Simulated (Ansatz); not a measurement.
Functionals compared on the (111) surface of fcc Pb in its 1x1 cell, outermost plane spacing 2.91 Å in the ideal cut, in Ansatz (plane waves, PAW). The structure was relaxed with PBE; the other rows are single points on it, each with its references at the same level. Cutoff 420 eV (500 eV for r2SCAN).

Model: 5-atom slab, 11.6 Å thick at the start, 12x12x1 mesh, Fermi-Dirac 0.1 eV, dipole correction, all atoms relaxed; held to the start's symmetry, so lower structures may exist; no spin, no spin-orbit, no U. These notes are the PBE run's.

| functional | surface energy (J/m²) | work function of the top face (eV) | rough cost of the single point |
|---|---|---|---|
| PBE | 0.29 | 3.64 | – |
| LDA | 0.41 | 3.96 | about 14 core-seconds (a rough figure) |
| PBEsol | 0.37 | 3.73 | roughly 12 core-seconds |
| RPBE | 0.21 | 3.49 | about 13 core-seconds (a rough figure) |
| r2SCAN | 0.31 | 3.65 | about 24 core-seconds (a rough figure) |

Ansatz is an electronic-structure program.
